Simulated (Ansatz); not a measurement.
## A computed series for Sr2GaSbO6: response to strain and stress

The parent structure is Sr2GaSbO6 (space group Fm-3m, No. 225; a = 7.8723 Å; a cell from a computed database, its experimental status unchecked). Axes: x, y, z lie along the cube axes.

Strains are applied to the cell and any free atomic positions relax; under biaxial strain the out-of-plane vector relaxes too; under stress the whole cell relaxes.

Level of theory: Kohn–Sham DFT with the PBEsol functional, run in Ansatz (a first-principles code) with PAW and 420 eV plane waves, scalar-relativistic without spin-orbit coupling.

Candidates:
(a) uniaxial stress, 8 GPa compression along z
(b) uniaxial strain ε_xx = −5.25 %
(c) biaxial strain +0.15 %, plane normal [001], relaxed out of plane

Notes on the quantities. energy relative to the base: free energy F.

### Question
Order them by energy relative to the base, lowest first.

### Answer
(c) biaxial strain +0.15 %, plane normal [001], relaxed out of plane (0.0 meV/atom), (a) uniaxial stress, 8 GPa compression along z (+8.8 meV/atom), (b) uniaxial strain ε_xx = −5.25 % (+36 meV/atom)

Beyond what the load breaks, stability against distortions was not tested.
